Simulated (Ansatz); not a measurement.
**Pressure series in HgTe**

Take HgTe in the zinc blende structure (space group F-43m, No. 216; a = 6.5728 Å) as the base.

Cell and atoms are relaxed at each pressure.

Calculations: r2SCAN (Ansatz, an electronic-structure program, PAW, no SOC).

```csv
P (GPa),V (Å³/atom)
-2.00,37.613
-1.01,36.469
0.90,34.751
2.09,33.884
4.49,32.465
8.99,30.478
```

Fit a third-order Birch–Murnaghan equation of state.

Least squares on P(V) = (3B₀/2)[(V₀/V)^(7/3) − (V₀/V)^(5/3)]·[1 + (3/4)(B₀′ − 4)((V₀/V)^(2/3) − 1)] gives V₀ = 35.50 Å³/atom, B₀ = 40 GPa and B₀′ = 5.1.

Measured bulk modulus of HgTe: 42.3 GPa (temperature not stated; as listed in Cormac Toher et al., Physical Review Materials (2017)); the computed value is for a static lattice, so the two differ by thermal effects too.

Load acts through the strain it causes; cell and atoms are relaxed under it. No phonon test of stability was made. Tetrahedral semiconductors of this kind turn to denser phases somewhere between about 1 and 50 GPa; those were not computed, so compressed cells here can lie past the real transition. The final runs are not spin-polarised.
